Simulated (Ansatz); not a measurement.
**Response to strain in CaSi2**

The reference is CaSi2 (space group I4_1/amd, No. 141; a = 4.219 Å, c = 13.468 Å; a cell from a computed database, its experimental status unchecked). Axes: x, y, z lie along a, b, c of the conventional cell.

Strains are applied to the cell and any free atomic positions relax; under biaxial strain the out-of-plane vector relaxes too.

Method: PBEsol/PAW in Ansatz (a first-principles code), without spin-orbit coupling.

Notes on the quantities. energy relative to the base: free energy F; pressure: mean of the normal stresses, compression positive.

```json
[
 {"variant": "base", "volume per atom": "19.98 Å³", "energy relative to the base": "0 meV/atom", "pressure": "0.0 GPa"},
 {"variant": "biaxial strain −3.39 %, plane normal [001], relaxed out of plane", "volume per atom": "18.94 Å³", "energy relative to the base": "+18 meV/atom", "pressure": "2.9 GPa"},
 {"variant": "biaxial strain −2.91 %, plane normal [001], relaxed out of plane", "volume per atom": "19.07 Å³", "energy relative to the base": "+13 meV/atom", "pressure": "2.5 GPa"},
 {"variant": "biaxial strain +1.34 %, plane normal [001], relaxed out of plane", "volume per atom": "20.40 Å³", "energy relative to the base": "+2.6 meV/atom", "pressure": "-1.0 GPa"},
 {"variant": "isotropic strain −1.50 %", "volume per atom": "19.09 Å³", "energy relative to the base": "+9.1 meV/atom", "pressure": "3.5 GPa"}
]
```

Without a gap, meshes like the base's 16×16×16 leave anisotropic stresses uncertain by several tenths of a GPa, and small strain energies with them. Stability against distortions was not tested. All final runs are without spin polarisation.
